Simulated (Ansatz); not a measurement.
Start from Sn in the diamond structure (space group Fd-3m, No. 227; relaxed with 0.1 eV smearing).

```
CELL_PARAMETERS angstrom
      0.00000     3.27009     3.27009
      3.27009     0.00000     3.27009
      3.27009     3.27009     0.00000
ATOMIC_POSITIONS crystal
  Sn 0.00000 0.00000 0.00000
  Sn 0.25000 0.25000 0.25000
```

Cartesian axes are those of the cell as printed.

The values are results of DFT with PBEsol, PAW potentials and a 420 eV plane-wave cutoff in Ansatz (a program for electronic structure), no SOC, not measurements.

For the base:

The pressure comes out as 0.0 GPa and the shortest interatomic distance is 2.832 Å.

One thing is altered: uniaxial strain ε_zz = +1.00 %, all other strain components held at zero, atoms relaxed at fixed cell.

Task: What happens to the energy relative to the base?

Result: The energy goes up by 0.6 meV/atom.

Task: Predict the new pressure.

Result: The pressure (mean of the normal stresses, compression positive) goes from zero to -0.4 GPa.

Task: Estimate the effect on the shortest interatomic distance.

Result: The shortest interatomic distance rises by 0.009 Å (2.832 Å → 2.841 Å).

No phonon test of stability was made.
